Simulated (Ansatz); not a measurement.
**CdS under a change: pressure 2.1 GPa**

The reference is CdS in the wurtzite structure (space group P6_3mc, No. 186; a = 4.196 Å, c = 6.830 Å).

Now apply this change: a hydrostatic pressure of 2.1 GPa.

All numbers come from PBE, PAW, 420 eV (Ansatz, an electronic-structure program; without spin-orbit coupling). Γ-centred 9×9×5 mesh, Fermi–Dirac width 0.05 eV.

```json
[
 {"quantity": "volume per atom", "base": "26.04 Å³", "changed": "25.11 Å³", "shift": "-0.93 Å³"},
 {"quantity": "density", "base": "4.61 g/cm³", "changed": "4.78 g/cm³", "shift": "+0.17 g/cm³"},
 {"quantity": "lattice parameter a", "base": "4.196 Å", "changed": "4.146 Å", "shift": "-0.050 Å"},
 {"quantity": "shortest interatomic distance", "base": "2.565 Å", "changed": "2.535 Å", "shift": "-0.0307 Å"},
 {"quantity": "band gap", "base": "1.11 eV", "changed": "1.20 eV", "shift": "+0.085 eV"},
 {"quantity": "gap character", "base": "direct at Γ", "changed": "direct at Γ", "shift": "–"},
 {"quantity": "mean gap deformation potential ΔEg/Δln V", "base": "–", "changed": "-2.3 eV", "shift": "–"},
 {"quantity": "electron mass", "base": "0.12 mₑ along c, 0.13 mₑ across (at Γ)", "changed": "0.12 mₑ along c, 0.13 mₑ across (at Γ)", "shift": "–"},
 {"quantity": "valence-band top at Γ (three highest levels, from the VBM)", "base": "0.00, 0.00, -0.04 eV", "changed": "0.00, 0.00, -0.04 eV", "shift": "–"}
]
```

Final structure:

```
CELL_PARAMETERS angstrom
      4.14593     0.00000     0.00000
     -2.07297     3.59048     0.00000
      0.00000     0.00000     6.74730
ATOMIC_POSITIONS crystal
  Cd 0.66667 0.33333 0.49975
  Cd 0.33333 0.66667 0.99975
  S  0.66667 0.33333 0.12325
  S  0.33333 0.66667 0.62325
```

Cost of the whole job for the changed cell (relaxation, final SCF and bands): very roughly 50 core-seconds.

Load acts through the strain it causes; cell and atoms are relaxed under it. Effective masses come from finite differences of ±0.01 Å⁻¹. No phonon test of stability was made. Tetrahedral semiconductors of this kind turn to denser phases somewhere between about 1 and 50 GPa; those were not computed, so compressed cells here can lie past the real transition.
